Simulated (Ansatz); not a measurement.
Consider Rb2LiTlBr6 (space group Fm-3m, No. 225; a = 10.8139 Å; a cell from a computed database, its experimental status unchecked). Axes: x, y, z lie along the cube axes.

Level of theory: PBEsol in Ansatz (plane waves to 420 eV, PAW, no spin-orbit coupling), earlier PAW set.

Before the change:

```
Item                                 Value
---------------------  -------------------
Valence-band top at Γ  0.00, 0.00, 0.00 eV
Volume per atom                   31.61 Å³
```

Now apply this change: compressive biaxial strain of 3.19 % in the plane normal to [001], as in epitaxy on a mismatched substrate; the out-of-plane cell vector and the atoms relax.

### Question
How does this affect the valence-band top at Γ?

### Answer
The valence-band top at Γ (three highest levels, from the VBM) changes from 0.00, 0.00, 0.00 eV to 0.00, -0.20, -0.20 eV.

### Question
Predict the new in-plane stress.

### Answer
The mean in-plane stress (compression positive) comes out as +1.5 GPa.

### Question
What happens to the volume per atom?

### Answer
The volume per atom shrinks by 1.24 Å³ (31.61 Å³ → 30.37 Å³).

With Tl present, leaving out spin-orbit coupling can change the band edges. The levels and masses belong to the bands next to the band gap. No phonon test of stability was made.

Ansatz is a quantum-chemistry and plane-wave program.
